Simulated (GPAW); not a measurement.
GPAW run on RbCrSe2 (R3m, 4 atoms in the cell): self-consistent single point.

Method of the run: LDA (Perdew-Wang 92), GPAW PAW datasets LDA (gpaw-data 1.0.1) (plane waves; GPAW).

```yaml
crystal:
  lattice:
    - [1.92733, 1.11274, 7.74430]
    - [-1.92733, 1.11274, 7.74430]
    - [0.00000, -2.22549, 7.74430]
  atoms:
    - { symbol: Rb, position: [0.16592, 0.16592, 0.16592] }
    - { symbol: Cr, position: [0.99775, 0.99775, 0.99775], spin: 3.0 }
    - { symbol: Se, position: [0.38859, 0.38859, 0.38859] }
    - { symbol: Se, position: [0.60744, 0.60744, 0.60744] }
```
(The spins are starting values, not results.)

Reference input (self-consistent single point, DFT PBEsol, plane waves, GPAW PAW datasets PBEsol (made by gpaw-setup)): spinpol = true; mode = pw; ecut = 850 eV; xc = PBEsol; kpts = 4 4 4; mesh shift (steps) = 0 0 0; occupations.name = fermi-dirac; occupations.width = 0.01 eV; nbands = -6; convergence.density = 1e-05 e/electron; convergence.energy = 1e-05 eV/electron; convergence.bands = -4. This run's input differs from it in these lines:

```diff
@@ -18,3 +18,3 @@
             mode=PW(850),
-            xc='PBEsol',
+            xc='LDA',
             kpts={'size': (4, 4, 4), 'gamma': True},
```

Its files differ too (potentials: GPAW PAW datasets LDA (gpaw-data 1.0.1)).

The program printed (abridged):

```
     iter     time        total  log10-change:  magmom
                         energy   eigst   dens
iter:   1 --:--:--   -23.347488   +0.28           +2.9959
iter:   2 --:--:--   -23.117190   -0.75  -1.22    +2.9988
iter:   3 --:--:--   -22.989257   -1.07  -1.32    +3.0002
iter:   4 --:--:--   -22.819349   -0.78  -1.34    +3.0001
iter:   5 --:--:--   -22.740322   -1.47  -1.46    +3.0000
   [... 2 lines left out ...]
iter:   8 --:--:--   -22.710036   -2.80  -2.24    +3.0000
iter:   9 --:--:--   -22.712554   -2.38  -2.39    +3.0000
iter:  10 --:--:--   -22.707726   -3.13  -2.40    +3.0000
   [... lines left out ...]
iter:  35 --:--:--   -22.707946c  -7.20  -4.68    +3.0000
iter:  36 --:--:--   -22.707946c  -7.23  -4.61    +3.0000
iter:  37 --:--:--   -22.707946c  -7.40  -4.59    +3.0000
iter:  38 --:--:--   -22.707946c  -7.40c -4.63    +3.0000
iter:  39 --:--:--   -22.707946c  -7.44c -4.63    +3.0000
iter:  40 --:--:--   -22.707946c  -7.45c -4.57    +3.0000
iter:  41 --:--:--   -22.707946c  -7.70c -4.65    +3.0000
iter:  42 --:--:--   -22.707946c  -7.71c -4.69    +3.0000
iter:  43 --:--:--   -22.707946c  -7.59c -4.79    +3.0000
iter:  44 --:--:--   -22.707946c  -7.84c -4.95    +3.0000
iter:  45 --:--:--   -22.707946c  -7.82c -5.13c   +3.0000
Converged after 45 iterations.

Dipole moment: (0.000000, 0.000001, -29.706970) |e|*Ang

Total magnetic moment: (0.000000, 0.000000, 3.000000)
Local magnetic moments:
   0 Rb ( 0.000000,  0.000000, -0.003150)
   1 Cr ( 0.000000,  0.000000,  2.866947)
   2 Se ( 0.000000,  0.000000, -0.077001)
   3 Se ( 0.000000,  0.000000, -0.074367)

Energy contributions relative to reference atoms: (reference = -241567.787353)

Kinetic:         +5.596683
Potential:       -9.262576
External:        +0.000000
XC:             -19.121649
Entropy (-ST):   -0.000000
Local:           +0.079596
SIC:             +0.000000
--------------------------
Free energy:    -22.707946
Extrapolated:   -22.707946

Spin contamination: 0.274051 electrons
Showing only first 2 kpts
                      Up                     Down
   [... lines left out ...]
Fermi level: 5.61046
Gap: 0.884 eV
Direct gap: 0.903 eV
   [... lines left out ...]
Energy (eV): -22.707946

Forces in eV/Ang:
  0 Rb    0.00000   -0.00000    0.02625
  1 Cr    0.00000    0.00000   -0.01262
  2 Se    0.00000    0.00000   -0.44341
  3 Se    0.00000   -0.00000    0.42989

Stress tensor:
     0.026561     0.000000    -0.000000
     0.000000     0.026561     0.000000
    -0.000000     0.000000     0.031784
Stress (GPa, Voigt): [ 4.2555  4.2555  5.0924  0.     -0.      0.    ]
```

The run converged in 45 iterations. GPAW prints stress with tension positive. Against the reference run the pressure goes from -2.23 to -4.53 GPa, the largest force goes from 0.283 to 0.443 eV/Å, the gap on the mesh goes from 0.919 to 0.884 eV and the size of the net moment stays at 0.75 μB/atom.

The starting cell comes from a database of computed structures (which also holds hypothetical and non-ambient phases and stackings), without a prior relaxation at this level. With one magnetic atom in the cell only a parallel order is possible. With a pressure of about -5 GPa the cell is away from its equilibrium volume at this level.

Cost on one core of a shared machine: roughly 7 min.
